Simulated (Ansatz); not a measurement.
An Ansatz (a program for electronic structure) run: Bi2Se3 with a change (isotropic strain +1.55 %); Ansatz PBE-D3(BJ), no SOC, earlier PAW set.

Input:

Ansatz 0.2 input:
```yaml
crystal:
  lattice:
    - [2.1043176446, 1.2149283585, 9.6287984245]
    - [-2.1043176446, 1.2149283585, 9.6287984245]
    - [0, -2.4298567171, 9.6287984245]
  atoms:
    - { symbol: Bi, position: [0.4008796216, 0.4008796216, 0.4008796216] }
    - { symbol: Bi, position: [0.5991203784, 0.5991203784, 0.5991203784] }
    - { symbol: Se, position: [0, 0, 0] }
    - { symbol: Se, position: [0.2105223338, 0.2105223338, 0.2105223338] }
    - { symbol: Se, position: [0.7894776662, 0.7894776662, 0.7894776662] }
basis: { ecutwfc: 420, ecutrho_ratio: 4, xc_grid: 2, fft_grid_basis: typed }
kpoints: { mp_grid: { grid: [9, 9, 9] } }
hamiltonian:
  xc: pbe
  dispersion: d3bj
  pseudopotentials: { azcp: { folder: ./paw }, kind: paw }
scf: { occupations: { method: fermi_dirac, width: 0.05 }, convergence: { dr2_threshold: 0.0000000005 } }
relax: { f_tol: 0.005, max_steps: 50 }
output: { forces: true, stress: true }
checkpoint: { write: state.ck, write_every: 1000 }
```

Output (explanatory and most iteration lines left out):

```
Relaxation: its limit of steps is 50 (relax.max_steps)
Pseudopotential: Bi, paw, valence charge 15
Pseudopotential: Se, paw, valence charge 16
Crystal: 5 atoms, lattice volume = 147.702 Å³
Basis set: ecut = 420 eV, 2859 PW (Γ), exchange–correlation on 144×144×144 points (8 copies of the dense FFT grid, shifted against one another)
Bands: 47, of which v1, the nominal top of the filled ones, is band 39 counted from 1 (38 counted from 0)
Symmetry: 12 space group operations
Space group: R-3m (ITA 166), of the structure as read, at distance tolerance 5.3e-5 Å
k-points: 85 of 729
Functional: x = pbe(κ = 0.804, μ = 0.2195149727645171), c = pbe(β = 0.06672455060314922)
SCF iter   1: F=—  HF=-41210.167772 eV  |F-HF|=—  |Δ(HF+E_count)|=         —  Δρ=2.84e-2  dr2=5.14e0  ethr=3.10e-3  ⟨swp⟩=8.5  Hψ=16369  notcnv=0  defer=5
SCF iter   2: F=—  HF=-41209.688745 eV  |F-HF|=—  |Δ(HF+E_count)|=   4.79e-1  Δρ=1.71e-2  dr2=1.03e0  ethr=3.10e-3  ⟨swp⟩=3.3  Hψ=6603  notcnv=0  defer=121
SCF 1 converged in 12 iterations: F = -41209.565125 eV  dr2 = 1.13e-10
relax step   1: F+E_penalty+E_count = -41209.56512545 eV  Δ(F+E_penalty+E_count) = +0.000e0 eV  max|allowed force component| = 3.200e-1 eV/Å  Δτ_max = 0.0000 Å  (12 SCF iters, accepted)
Crystal: 5 atoms, lattice volume = 147.702 Å³
SCF iter   1: F=—  HF=-41209.591235 eV  |F-HF|=—  |Δ(HF+E_count)|=         —  Δρ=4.99e-3  dr2=2.89e-2  ethr=3.79e-5  ⟨swp⟩=1.4  Hψ=12808  notcnv=0  defer=119
SCF iter   2: F=—  HF=-41209.583953 eV  |F-HF|=—  |Δ(HF+E_count)|=   7.28e-3  Δρ=2.21e-3  dr2=5.66e-3  ethr=3.70e-5  ⟨swp⟩=2.0  Hψ=5022  notcnv=0  defer=119
SCF 2 converged in 10 iterations: F = -41209.583204 eV  dr2 = 1.88e-10
relax step   2: F+E_penalty+E_count = -41209.58320368 eV  Δ(F+E_penalty+E_count) = -1.808e-2 eV  max|allowed force component| = 1.688e-1 eV/Å  Δτ_max = 0.1001 Å  (10 SCF iters, accepted)
Crystal: 5 atoms, lattice volume = 147.702 Å³
SCF iter   1: F=—  HF=-41209.587857 eV  |F-HF|=—  |Δ(HF+E_count)|=         —  Δρ=1.15e-3  dr2=1.78e-3  ethr=1.69e-5  ⟨swp⟩=3.7  Hψ=7689  notcnv=0  defer=120
SCF iter   2: F=—  HF=-41209.587396 eV  |F-HF|=—  |Δ(HF+E_count)|=   4.62e-4  Δρ=4.73e-4  dr2=3.99e-4  ethr=2.28e-6  ⟨swp⟩=2.0  Hψ=5217  notcnv=0  defer=120
SCF 3 converged in 9 iterations: F = -41209.587230 eV  dr2 = 2.41e-10
relax step   3: F+E_penalty+E_count = -41209.58723021 eV  Δ(F+E_penalty+E_count) = -4.027e-3 eV  max|allowed force component| = 1.142e-2 eV/Å  Δτ_max = 0.0213 Å  (9 SCF iters, accepted)
Crystal: 5 atoms, lattice volume = 147.702 Å³
SCF iter   1: F=—  HF=-41209.587343 eV  |F-HF|=—  |Δ(HF+E_count)|=         —  Δρ=1.29e-4  dr2=1.89e-5  ethr=3.19e-7  ⟨swp⟩=2.3  Hψ=7008  notcnv=0  defer=120
SCF iter   2: F=—  HF=-41209.587350 eV  |F-HF|=—  |Δ(HF+E_count)|=   7.42e-6  Δρ=5.69e-5  dr2=3.74e-6  ethr=2.42e-8  ⟨swp⟩=2.0  Hψ=5192  notcnv=0  defer=120
SCF 4 converged in 7 iterations: F = -41209.587254 eV  dr2 = 1.42e-10
relax step   4: F+E_penalty+E_count = -41209.58725371 eV  Δ(F+E_penalty+E_count) = -2.350e-5 eV  max|allowed force component| = 4.703e-4 eV/Å  Δτ_max = 0.0025 Å  (7 SCF iters, accepted)
SCF converged after 7 iterations
Free energy (F): -41209.587254 eV
Internal energy: -41209.587070 eV  (E = F + TS)
E sigma→0 (E₀):  -41209.587162 eV
Entropy (-TS):   -0.000183 eV (-0.037 meV/atom)
Fermi energy:    8.299556 eV
  E_disp       = -1.920805  (pairwise vdW)
--- Forces (eV/Å), atoms counted from 1 ---
  atom   1  Bi     0.00000000    -0.00000000     0.00047026
  atom   2  Bi     0.00000000     0.00000000    -0.00047026
  atom   3  Se     0.00000000     0.00000000    -0.00000000
  atom   4  Se     0.00000000    -0.00000000     0.00020119
  atom   5  Se     0.00000000     0.00000000    -0.00020119
--- Stress (GPa, compression-positive) ---
       -1.827901       0.000000       0.000000
        0.000000      -1.827901      -0.000000
        0.000000      -0.000000      -1.096725
  P = ⅓ Tr σ = -1.5842 GPa (-15.842 kbar)
--- Relaxed structure (4 steps of the walk, 4 accepted, 0 SCFs on fresh bases) ---
  atoms:
    - { symbol: Bi, position: [0.3997201277694914, 0.3997201277694914, 0.3997201277694914] }
    - { symbol: Bi, position: [0.6002798722305087, 0.6002798722305087, 0.6002798722305088] }
    - { symbol: Se, position: [-9.608528635238894e-20, -9.608528635238894e-20, -9.608528635450242e-20] }
    - { symbol: Se, position: [0.2133384867654167, 0.2133384867654167, 0.2133384867654167] }
    - { symbol: Se, position: [0.7866615132345834, 0.7866615132345834, 0.7866615132345834] }
```

With Bi present, leaving out spin-orbit coupling can change the band edges. No phonon test of stability was made. The cell was made from Bi$_{2}$Se$_{3}$ in the Bi2Te3 type structure (space group R-3m, No. 166) by this change: isotropic strain +1.55 %.
